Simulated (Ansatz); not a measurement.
Zinc-blende TlCl (model structure) was calculated with PBEsol (plane waves, PAW; Ansatz, a first-principles code).

Numerical settings: plane-wave cutoff 500 eV, 10×10×10 k mesh, Fermi–Dirac smearing 0.05 eV, scalar-relativistic PAW data made under PBE.

Cell (relaxed at this level):

```cif
data_Cl4Tl4
_chemical_formula_sum 'Tl4 Cl4'
_space_group_name_H-M_alt 'F-43m'
_space_group_IT_number 216
_space_group_name_Hall 'F -4 2 3'
_cell_length_a 7.03001
_cell_length_b 7.03001
_cell_length_c 7.03001
_cell_angle_alpha 90.000
_cell_angle_beta 90.000
_cell_angle_gamma 90.000
loop_
_atom_site_label
_atom_site_type_symbol
_atom_site_symmetry_multiplicity
_atom_site_Wyckoff_symbol
_atom_site_fract_x
_atom_site_fract_y
_atom_site_fract_z
_atom_site_occupancy
Tl1 Tl 4 a 0.00000 0.00000 0.00000 1
Cl1 Cl 4 d 0.75000 0.75000 0.75000 1
```
(The calculation used a cell of 2 atoms; values per cell refer to that cell.)

Give the computed band gap.


* **band gap**: 3.08 eV (on the SCF k mesh)

Note: the relaxation could raise the start's symmetry but not lower it, so the cell can be a saddle point.

Spin–orbit coupling is not included; with these elements it can move the gap by several tenths of an eV or more.

Computed values are for the static lattice.

A model structure was made by putting elements into a prototype or built by hand; it is no filed structure, need not be a known phase, and can be a saddle point held by its symmetry.
